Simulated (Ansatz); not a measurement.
The structure below was relaxed with PBEsol (Ansatz, a quantum-chemistry and plane-wave program; PAW; 420 eV plane waves; no SOC), earlier PAW set, at pressure 0.9 GPa.

Space group R-3c, hexagonal axes (No. 167); a = b = 4.768 Å, c = 12.996 Å, α = β = 90.00°, γ = 120.00°

```
atom  site  symmetry       x       y       z
----  ----  --------  ------  ------  ------
Al     12c        3.  0.0000  0.0000  0.1480
O      18e        .2  0.3059  0.3059  0.2500
```

Write out a cell with all atoms.


```cif
data_Al12O18
_chemical_formula_sum 'Al12 O18'
_space_group_name_H-M_alt 'P 1'
_space_group_IT_number 1
_cell_length_a 4.76764
_cell_length_b 4.76764
_cell_length_c 12.99560
_cell_angle_alpha 90.000
_cell_angle_beta 90.000
_cell_angle_gamma 120.000
loop_
_space_group_symop_operation_xyz
  'x, y, z'
loop_
_atom_site_label
_atom_site_type_symbol
_atom_site_fract_x
_atom_site_fract_y
_atom_site_fract_z
_atom_site_occupancy
Al1 Al 0.66667 0.33333 0.18538 1
Al2 Al 0.33333 0.66667 0.31462 1
Al3 Al 0.66667 0.33333 0.48129 1
Al4 Al 0.00000 0.00000 0.35205 1
O1 O 0.63921 0.66667 0.41667 1
O2 O 0.33333 0.97254 0.41667 1
O3 O 0.02746 0.36079 0.41667 1
O4 O 0.69413 0.00000 0.25000 1
O5 O 0.00000 0.69413 0.25000 1
O6 O 0.30587 0.30587 0.25000 1
Al5 Al 0.33333 0.66667 0.51871 1
Al6 Al 0.00000 0.00000 0.64795 1
Al7 Al 0.33333 0.66667 0.81462 1
Al8 Al 0.66667 0.33333 0.68538 1
O7 O 0.30587 0.00000 0.75000 1
O8 O 0.00000 0.30587 0.75000 1
O9 O 0.69413 0.69413 0.75000 1
O10 O 0.36079 0.33333 0.58333 1
O11 O 0.66667 0.02746 0.58333 1
O12 O 0.97254 0.63921 0.58333 1
Al9 Al 0.00000 0.00000 0.85205 1
Al10 Al 0.66667 0.33333 0.98129 1
Al11 Al 0.00000 0.00000 0.14795 1
Al12 Al 0.33333 0.66667 0.01871 1
O13 O 0.97254 0.33333 0.08333 1
O14 O 0.66667 0.63921 0.08333 1
O15 O 0.36079 0.02746 0.08333 1
O16 O 0.02746 0.66667 0.91667 1
O17 O 0.33333 0.36079 0.91667 1
O18 O 0.63921 0.97254 0.91667 1
```
This is the conventional cell.

Load acts through the strain it causes; cell and atoms are relaxed under it. No phonon test of stability was made. The cell was made from Al$_{2}$O$_{3}$ in the corundum structure (space group R-3c, No. 167) by this change: pressure 0.9 GPa.
